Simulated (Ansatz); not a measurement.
SnI₂ (within 0.1 Å of C2/m, No. 12; cell taken from a computed entry) was calculated with G0W0@PBEsol (plane waves, hard PAW, contour deformation, complete-basis limit; Ansatz, a first-principles code).

Numerical settings: largest k mesh 4×2×2 (not extrapolated in the mesh).

Cell (fixed, not relaxed at this level and not confirmed as the measured one):

SnI2 is modelled in the triclinic space group P-1 (No. 2), Pearson symbol aP9. Cell: a = 4.4911 Å, b = 7.6140 Å, c = 11.1018 Å, α = 91.70°, β = 90.17°, γ = 107.14°. Sn1 on 1a has 6 I at 3.166–3.224 Å (octahedral). Sn2 on 2i sees 1 I at 3.010 Å and 4 I at 3.163–3.274 Å (square pyramidal). I1 on 2i sees 3 Sn at 3.163–3.224 Å (trigonal pyramidal). I2 on 2i is surrounded by 1 Sn at 3.010 Å and 2 Sn at 3.264–3.274 Å (trigonal pyramidal). I3 on 2i is surrounded by 2 Sn at 3.166–3.171 Å (bent). (Neighbours: up to the widest gap in distance over summed covalent radii, below 1.35, at either atom; cation-cation and far metal-metal contacts left out.)

Q: Estimate the band gap that the calculation returns.

A: 
* **band gap**: 2.42 eV

Note: filled d or f shells below the valence bands can shift G0W0 gaps through exchange with them, which wasn't tested here; the gap holds a correction of +0.21 eV to the complete basis, taken at k points off the band edges; the gap is lowered by 0.07 eV for band edges off the mesh, as the parent functional finds them.

Spin–orbit coupling is not included; with these elements it can move the gap by several tenths of an eV or more.
